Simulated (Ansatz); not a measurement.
## BaTe: pressure −1 GPa

Take BaTe in the rock salt structure (space group Fm-3m, No. 225; a = 6.9414 Å) as the base.

Now apply this change: a negative pressure, −1 GPa.

The values are results of DFT with PBEsol, PAW potentials and a 420 eV plane-wave cutoff in Ansatz (a first-principles code), scalar-relativistic without spin-orbit coupling, not measurements. Settings: 8×8×8 k-points, 0.05 eV Fermi–Dirac smearing.

The volume per atom grows by 1.42 Å³ to 43.23 Å³ and the lattice parameter a goes up by 0.1471 bohr, from 13.117 bohr to 13.265 bohr. The shortest interatomic distance grows by 0.0736 bohr, from 6.559 bohr to 6.632 bohr and the enthalpy H = E + PV relative to the base's energy amounts to -0.27 eV/atom. The band gap grows by 0.07 eV to 1.53 eV and the gap character is still indirect, Γ → X. The smallest direct gap increases by 0.07 eV (1.82 eV → 1.89 eV) and the mean gap deformation potential ΔEg/Δln V comes out as +2.1 eV. The width of the top valence band drops by 0.06 eV (1.12 eV → 1.06 eV) and the electron mass changes from 1.3 mₑ along k, 0.26 mₑ across (at X) to 1.3 mₑ along k, 0.27 mₑ across (at X). The hole mass (degenerate bands, along [100]) becomes 0.15, 1.3, 1.3 mₑ (at Γ) (base: 0.15, 1.2, 1.2 mₑ (at Γ)) and the valley order (the lowest conduction-band minima on the path, energy above the VBM, named in the base's zone) goes from X along ⟨100⟩ 1.46 eV; a point along ⟨111⟩, about 0.2 Å⁻¹ from Γ 2.93 eV to X along ⟨100⟩ 1.53 eV; Γ 2.79 eV.

Final structure:

```
BaTe
1.0
    0.00000     3.50966     3.50966
    3.50966     0.00000     3.50966
    3.50966     3.50966     0.00000
Ba Te
1 1
Direct
  0.00000   0.00000   0.00000
  0.50000   0.50000   0.50000
```

Cost of the whole job for the changed cell (relaxation, final SCF and bands): around 18 core-seconds (rough).

With Te present, leaving out spin-orbit coupling can change the band edges. Load acts through the strain it causes; cell and atoms are relaxed under it. Effective masses come from finite differences of ±0.01 Å⁻¹. Along k means along the line from Γ to the band edge. Whether these cells are dynamically stable was not tested.
